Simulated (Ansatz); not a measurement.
Take Os in the hcp (Mg type) structure (space group P6_3/mmc, No. 194) as the base.

```
CELL_PARAMETERS angstrom
      2.72941     0.00000     0.00000
     -1.36471     2.36374     0.00000
      0.00000     0.00000     4.30640
ATOMIC_POSITIONS crystal
  Os 0.33333 0.66667 0.75000
  Os 0.66667 0.33333 0.25000
```

The values are results of PBEsol/PAW in Ansatz (a first-principles code), spin-orbit coupling left out, not measurements.

One change was made to it. Results:

| quantity | base | after |
|---|---|---|
| volume per atom | 13.89 Å³ | 12.66 Å³ |
| c/a ratio | 1.578 | 1.584 |

Question: Which change produced these results?
A. pressure 7 GPa
B. pressure −1 GPa
C. pressure 3 GPa
D. pressure 50 GPa

Answer: D, pressure 50 GPa. For comparison, the volume per atom in the other runs: pressure −1 GPa gives 13.92 Å³; pressure 3 GPa gives 13.80 Å³; pressure 7 GPa gives 13.68 Å³.

Load acts through the strain it causes; cell and atoms are relaxed under it. No phonon test of stability was made. No other phases were tried under pressure. The final runs are not spin-polarised.
